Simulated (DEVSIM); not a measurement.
System: Ru/SiON/n-Si capacitor, at 250 K.

Layer 1 from the left is SiON, thickness (nm) 2.60. Layer 2 from the left is Si, thickness (nm) 470, Nd (cm⁻³) 1.5e18.

Metal gate on the left, work function 4.7 eV. Fixed charge at the semiconductor interface 0 cm⁻² (in units of +e); no interface traps.

This is a model device: material constants are rounded textbook-type values typed into the input, and sizes, dopings and lifetimes were drawn at random. Values at 300 K; Nc and Nv go as T^1.5, mobilities as T to minus their exponent, the gap by Varshni's rule with the affinity fixed.

SiON: gap (eV) 7, affinity (eV) 1.4, permittivity 5.5. Si: gap (eV) 1.124, affinity (eV) 4.05, permittivity 11.7, Nc (cm⁻³) 2.86e19, Nv (cm⁻³) 3.1e19, Varshni α (eV/K) 0.000473, Varshni β (K) 636.

Q: Estimate by hand the flat-band voltage, the threshold voltage, and compare with a numerical solution.

A: 
- Flat-band voltage: C = 1.87 μF/cm², work-function difference 0.592 V; VFB = φms − qNf/C = 0.59 V; numerical 0.59 V.
- Threshold voltage: φF = 0.510 V, depletion charge √(4εqNφF) = 7.12e-7 C/cm²; VT = VFB − 2φF − Qd/C = -0.81 V; numerical -0.81 V.

Simulated with DEVSIM: 1D Poisson equation in equilibrium, Boltzmann statistics, complete ionisation; no quantum confinement or tunnelling. Metal contacts follow the ideal Schottky-Mott rule: no Fermi-level pinning, no interface dipoles.
